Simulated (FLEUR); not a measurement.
FLEUR run on HgTe (Cmcm, 4 atoms in the cell): self-consistent single point.

Level of theory: LDA (Perdew-Zunger), all-electron FLAPW (FLEUR), scalar-relativistic valence.

```
CELL_PARAMETERS angstrom
      3.05536    -3.53974     0.00000
      3.05536     3.53974     0.00000
      0.00000     0.00000     5.91992
ATOMIC_POSITIONS crystal
  Hg 0.34305 0.65695 0.75000
  Hg 0.65695 0.34305 0.25000
  Te 0.78481 0.21519 0.75000
  Te 0.21519 0.78481 0.25000
```

Reference input (self-consistent single point, DFT, PBEsol, all-electron FLAPW (FLEUR), scalar-relativistic valence): Kmax = 3.8 1/bohr; GmaxXC = 15.2 1/bohr; xcFunctional = PBEs; jspins = 1; l_soc = F; mode = hist; fermiSmearingEnergy = 0.00367493 Htr; mesh (inpgen div1-3) = 5 5 4; inpgen gamma flag = true; Gmax = 15.2 1/bohr; numbands = 0; maxIterBroyd = 15. This run's input differs from it in these lines:

```diff
@@ -16,3 +16,3 @@
 &comp jspins=1 /
-&exco xctyp='PBEs' /
+&exco xctyp='pz' /
 &kpt div1=5 div2=5 div3=4 gamma=t /
@@ -29,3 +29,3 @@
       <coreElectrons ctail="T" frcor="F" kcrel="0" coretail_lmax="0"/>
-      <xcFunctional name="PBEs" relativisticCorrections="F"/>
+      <xcFunctional name="pz" relativisticCorrections="F"/>
       <magnetism jspins="1"/>
```

Output (repeated stretches shortened):

```
 Iteration:     1   Distance:      10.17960071 me/bohr^3
 Iteration:     2   Distance:       9.30701882 me/bohr^3
 Iteration:     3   Distance:       4.43865433 me/bohr^3
 Iteration:     4   Distance:       1.25180523 me/bohr^3
 Iteration:     5   Distance:       0.78469619 me/bohr^3
   [... 6 lines left out ...]
 Iteration:    12   Distance:       0.00023933 me/bohr^3
 Iteration:    13   Distance:       0.00012269 me/bohr^3
 Iteration:    14   Distance:       0.00003992 me/bohr^3
 Iteration:    15   Distance:       0.00000615 me/bohr^3
 Reset of history
 Run finished successfully
 Stop message:
   Structural relaxation: new displacements generated

[file out, last iteration]
             iter=     16
[...]
          total density-effective poten   -9.2175931756E+04
          total charge density-energy d   -1.0665587110E+03
 Updated energy parameters for spin:           1
[...]
 fermi energy and band-weighting factors:

[...]
FERMIE:
          first approx. to ef    (T=0)  :   0.186796 htr   (energy of the highest occ. eigenvalue)
          number of occ. states  (T=0)  :        921
          first approx. to seigv (T=0)  : -48.997057 htr
          sum of weights of occ. states :  34.000000
          sum of semicore charge        :   0.000000 e
FERHIS:  Fermi-Energy by histogram:
          bandgap                     :   0.001867 htr
   [... lines left out ...]
          charge neutrality (T=0)     :   0.000000    (zero if the highest occ. eigenvalue is "entirely" occupied)
     EF_NEWTON:  Adjust Fermi-Energy by Newton-Method.
 Direct bandgap for spin            1 :    7.4268145949260012E-003  Htr
 ---->    free energy=                    -52884.6895441513 htr
   [... lines left out ...]
      extrapolation for T->0
 ---->    total electron energy=          -52884.6882046981 htr
 ***** TOTAL FORCES ON ATOMS *****
 TOTAL FORCE FOR ATOM TYPE=  1  X=  0.000   Y= -4.589   Z= -2.797
                       FX_TOT= 0.000000 FY_TOT=-0.001005 FZ_TOT= 0.000000
 TOTAL FORCE FOR ATOM TYPE=  2  X=  0.000   Y=  2.879   Z= -2.797
                       FX_TOT= 0.000000 FY_TOT= 0.007390 FZ_TOT= 0.000000
```

The run converged in 15 iterations. FLEUR gives forces in its relaxation mode, with a further iteration, so its stop message speaks of a relaxation. 

The starting cell comes from a database of computed structures (which also holds hypothetical and non-ambient phases and stackings), without a prior relaxation at this level. Its lattice was rescaled by a random factor within 2.5 % of one. Spin-orbit coupling is off. Values depend on the basis (sphere radii, cutoffs, local orbitals), which need not be converged. No gap is read from this output. The log's line on a gap gives a spacing of levels on this mesh, which the program prints for metals too.

These are the values that this program gave, and no reference: the default basis lacks the next d shell.

Cost on one core of a shared machine: roughly 4 min.
